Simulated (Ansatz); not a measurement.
We consider SiC (model structure, started from the CdTe type, P6₄22, No. 181, 6 atoms in the cell), described by r²SCAN (Ansatz, a quantum-chemistry and plane-wave program, PAW).

Run with plane-wave cutoff 560 eV, 18×18×8 k mesh (along the axes of the cell as run), Fermi–Dirac smearing 0.05 eV, scalar-relativistic PAW data made under PBE.

Computed at the level's own relaxed cell.

```yaml
crystal:
  lattice:
    - [3.07268, 0.00000, 0.00000]
    - [-1.53634, 2.66102, 0.00000]
    - [0.00000, 0.00000, 7.03927]
  atoms:
    - { symbol: Si, position: [0.00000, 0.50000, 0.66667] }
    - { symbol: Si, position: [0.50000, 0.50000, 0.00000] }
    - { symbol: Si, position: [0.50000, 0.00000, 0.33333] }
    - { symbol: C, position: [0.00000, 0.50000, 0.16667] }
    - { symbol: C, position: [0.50000, 0.50000, 0.50000] }
    - { symbol: C, position: [0.50000, 0.00000, 0.83333] }
```

Task: List the 15 lowest band energies at Γ above −25 eV (eV, relative to the valence band maximum), grouping those that round alike.

Result: At Γ: -17.65, -14.98 (×2), -6.92 (×2), -3.30, -1.73 (×2), -0.32 (×2), -0.19, 0.00, 3.84 (×2), 4.73.

Note: the relaxation could raise the start's symmetry but not lower it, so the cell can be a saddle point.

A model structure was made by putting elements into a prototype or built by hand; it is no filed structure, need not be a known phase, and can be a saddle point held by its symmetry.
